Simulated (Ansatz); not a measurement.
Levels about the gap of amorphous Pb12Si12O36 (60 atoms in a cell of 935 Å³, 6.04 g/cm³; zone centre alone, so wide bands show as single levels with stretches between that a denser mesh fills), at the geometry that PBE-D3(BJ) relaxed, where it gives -0.1 GPa on a denser mesh. Exact exchange is cut at the faces of this small cell, which leaves a finite-size error. The participation number counts the atoms over which a state spreads; weights are charges in smoothed Voronoi cells. The levels come from a single point, so bond lengths are those of that geometry. Method of the levels: HSE06, scalar-relativistic without spin-orbit coupling (Ansatz, a quantum-chemistry and plane-wave program). Sampling: the zone centre alone; Fermi-Dirac width 0.01 eV; collinear spin, started from moments on atoms (the moments died out).

The cell was made by melting and quenching with the CHGNet potential and then relaxed with DFT. O atoms were pushed apart under 1.9 Å during the dynamics, to hinder bonds among them. The hot cell started wider than the set density and was brought back towards it in steps. It is the lowest in DFT energy of 2 quenches. It is a model cell: composition and starting density were chosen by hand, and all elements were melted together. The geometry includes D3(BJ) dispersion. Its density started from a set value of 5.52 and ended at 6.04 g/cm³. The quench (nominally 110 K/ps over its main leg) was far faster than any real one, so the model tends to hold more defects than a real film. Values belong to this one cell and scatter from quench to quench. The volume was free in the relaxation, at fixed shape. Stress components on the final sampling reach 1.0 GPa.

```json
[
 {"E - E(highest filled), eV": "-0.32", "filling": "filled", "spin": "dn", "participation number": "25.9", "largest on": "Pb, 3 neighbours", "weight O": "0.70", "weight Pb": "0.27", "weight Si": "0.03"},
 {"E - E(highest filled), eV": "-0.17", "filling": "filled", "spin": "up", "participation number": "23.2", "largest on": "O, 2 neighbours", "weight O": "0.69", "weight Pb": "0.28", "weight Si": "0.03"},
 {"E - E(highest filled), eV": "-0.17", "filling": "filled", "spin": "dn", "participation number": "23.2", "largest on": "O, 2 neighbours", "weight O": "0.69", "weight Pb": "0.28", "weight Si": "0.03"},
 {"E - E(highest filled), eV": "-0.12", "filling": "filled", "spin": "up", "participation number": "20.9", "largest on": "O, 2 neighbours", "weight O": "0.71", "weight Pb": "0.26", "weight Si": "0.03"},
 {"E - E(highest filled), eV": "-0.12", "filling": "filled", "spin": "dn", "participation number": "20.9", "largest on": "O, 2 neighbours", "weight O": "0.71", "weight Pb": "0.26", "weight Si": "0.03"},
 {"E - E(highest filled), eV": "0.00", "filling": "filled", "spin": "up", "participation number": "12.0", "largest on": "Pb, 3 neighbours", "weight O": "0.71", "weight Pb": "0.26", "weight Si": "0.03"},
 {"E - E(highest filled), eV": "0.00", "filling": "filled", "spin": "dn", "participation number": "12.0", "largest on": "Pb, 3 neighbours", "weight O": "0.71", "weight Pb": "0.26", "weight Si": "0.03"},
 {"E - E(highest filled), eV": "4.46", "filling": "empty", "spin": "up", "participation number": "12.1", "largest on": "Pb, 3 neighbours", "weight O": "0.39", "weight Pb": "0.58", "weight Si": "0.03"},
 {"E - E(highest filled), eV": "4.46", "filling": "empty", "spin": "dn", "participation number": "12.1", "largest on": "Pb, 3 neighbours", "weight O": "0.39", "weight Pb": "0.58", "weight Si": "0.03"},
 {"E - E(highest filled), eV": "4.58", "filling": "empty", "spin": "dn", "participation number": "13.2", "largest on": "Pb, 3 neighbours", "weight O": "0.41", "weight Pb": "0.56", "weight Si": "0.03"},
 {"E - E(highest filled), eV": "4.58", "filling": "empty", "spin": "up", "participation number": "13.2", "largest on": "Pb, 3 neighbours", "weight O": "0.41", "weight Pb": "0.56", "weight Si": "0.03"},
 {"E - E(highest filled), eV": "4.61", "filling": "empty", "spin": "up", "participation number": "14.6", "largest on": "Pb, 3 neighbours", "weight O": "0.43", "weight Pb": "0.54", "weight Si": "0.03"},
 {"E - E(highest filled), eV": "4.61", "filling": "empty", "spin": "dn", "participation number": "14.6", "largest on": "Pb, 3 neighbours", "weight O": "0.43", "weight Pb": "0.54", "weight Si": "0.03"},
 {"E - E(highest filled), eV": "5.01", "filling": "empty", "spin": "up", "participation number": "15.2", "largest on": "Pb, 4 neighbours", "weight O": "0.45", "weight Pb": "0.51", "weight Si": "0.03"}
]
```

Most localised among these is the filled level at -0.00 eV, on a Pb atom, which has 3 neighbours (O 2.26 Å, O 2.40 Å, O 2.47 Å).
